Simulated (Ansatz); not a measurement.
# HgTe, response to strain

Consider HgTe in the zinc blende structure (space group F-43m, No. 216; a = 6.573 Å).

Strains are applied to the cell and any free atomic positions relax.

Computed with r2SCAN (Ansatz, an electronic-structure program, PAW, no spin-orbit coupling).

Notes on the quantities. energy relative to the base: free energy F.

| isotropic strain (%) | energy relative to the base (meV/atom) |
|---|---|
| -3.71 | 64.3 |
| -1.2 | 6.0 |
| 0 | 0.0 |
| 0.37 | ? |
| 1.33 | 6.7 |

Q: Fit ΔE = Aε² + Bε³ (ε in %) to the rows shown and predict the withheld row.

A: Least squares on the printed values gives A = 4.01 and B = -0.18 meV/atom (largest residual 0.1 meV/atom); this predicts 0.5 meV/atom, and the run gives 0.5 meV/atom, in agreement.

A case with no gap was solved on a k-mesh chosen for an insulator, which is coarse for it. Stability against distortions was not tested. All final runs are without spin polarisation.
